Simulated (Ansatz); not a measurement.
Ansatz (an electronic-structure program) run on Mo (Im-3m, 1 atom in the cell): self-consistent single point.

Method: LDA (PW92), harder PAW files (source: ansatz) made with PBE (plane waves; Ansatz).

```yaml
crystal:
  lattice:
    - [-1.56713, 1.56713, 1.56713]
    - [1.56713, -1.56713, 1.56713]
    - [1.56713, 1.56713, -1.56713]
  atoms:
    - { symbol: Mo, position: [0.00000, 0.00000, 0.00000] }
```

Reference input (self-consistent single point, DFT, LDA (PW92), plane waves, default PAW files made with PBE): basis.ecutwfc = 420 eV; kpoints.mp_grid.grid = 15 15 15; hamiltonian.xc = lda; hamiltonian.pseudopotentials = {kind: paw} (the program's default PAW files); scf.occupations.method = fermi_dirac; scf.occupations.width = 0.1 eV. This run's input differs from it in these lines:

Ansatz 0.2 input:
```diff
@@ -9,3 +9,3 @@
 basis:
-  ecutwfc: 420.0
+  ecutwfc: 275.0
 kpoints:
@@ -14,3 +14,3 @@
   xc: lda
-  pseudopotentials: { kind: paw }
+  pseudopotentials: { kind: paw, source: ansatz }
 scf:
```

Log, with long lists cut:

```
SCF iter   1: F=—  HF=-4842.594054 eV  |F-HF|=—  |Δ(HF+E_count)|=         —  Δρ=1.21e-1  dr2=2.30e0  ethr=3.10e-3  ⟨swp⟩=4.9  Hψ=7083  notcnv=0
all-band conjugate gradients solve this SCF's bands
preconditioner: auto → none
SCF iter   2: F=—  HF=-4841.649655 eV  |F-HF|=—  |Δ(HF+E_count)|=   9.44e-1  Δρ=2.69e-2  dr2=3.71e-2  ethr=3.10e-3  ⟨swp⟩=2.0  Hψ=3596  notcnv=0  defer=3
SCF iter   3: F=—  HF=-4841.648136 eV  |F-HF|=—  |Δ(HF+E_count)|=   1.52e-3  Δρ=1.18e-2  dr2=6.41e-3  ethr=2.65e-4  ⟨swp⟩=1.0  Hψ=1429  notcnv=0  defer=3
SCF iter   4: F=—  HF=-4841.648270 eV  |F-HF|=—  |Δ(HF+E_count)|=   1.35e-4  Δρ=2.44e-4  dr2=3.78e-6  ethr=4.58e-5  ⟨swp⟩=1.0  Hψ=1317  notcnv=0  defer=3
SCF iter   5: F=—  HF=-4841.648272 eV  |F-HF|=—  |Δ(HF+E_count)|=   1.45e-6  Δρ=3.65e-5  dr2=4.55e-8  ethr=7.14e-10  ⟨swp⟩=6.2  Hψ=6737  notcnv=0
SCF iter   6: F=-4841.648272 eV  HF=-4841.648272 eV  |F-HF|=1.27e-10  |Δ(HF+E_count)|=  6.68e-10  Δρ=1.43e-6  dr2=1.96e-10  ethr=3.25e-10  ⟨swp⟩=2.0  Hψ=4102  notcnv=0
SCF 1 converged in 6 iterations: F = -4841.648272 eV  dr2 = 1.96e-10
Free energy (F): -4841.648272 eV
Internal energy: -4841.626350 eV  (E = F + TS)
E sigma→0 (E₀):  -4841.637311 eV
Entropy (-TS):   -0.021922 eV (-21.922 meV/atom)
Fermi energy:    21.303699 eV
--- Forces (eV/Å), atoms counted from 1 ---
  atom   1  Mo     0.00000000    -0.00000000    -0.00000000
--- Stress (GPa, compression-positive) ---
      -10.059706       0.000000      -0.000000
        0.000000     -10.059706      -0.000000
       -0.000000       0.000000     -10.059706
  P = ⅓ Tr σ = -10.0597 GPa (-100.597 kbar)
  The stress holds the Pulay correction. Without it, at fixed plane waves, as pw.x and ABINIT print it: P = -116.3835 GPa
```

The run converged in 6 iterations. Against the reference run the pressure goes from -5.89 to -10.06 GPa.

The starting cell has typed, rounded lattice constants, without a prior relaxation at this level. Its lattice was rescaled by up to half a per cent. Spin polarisation is off. Ansatz's pressure includes its estimate of the finite-basis (Pulay) stress. Without the estimate this run gives -116.38 GPa. The cutoff lies below the one recommended for these files.
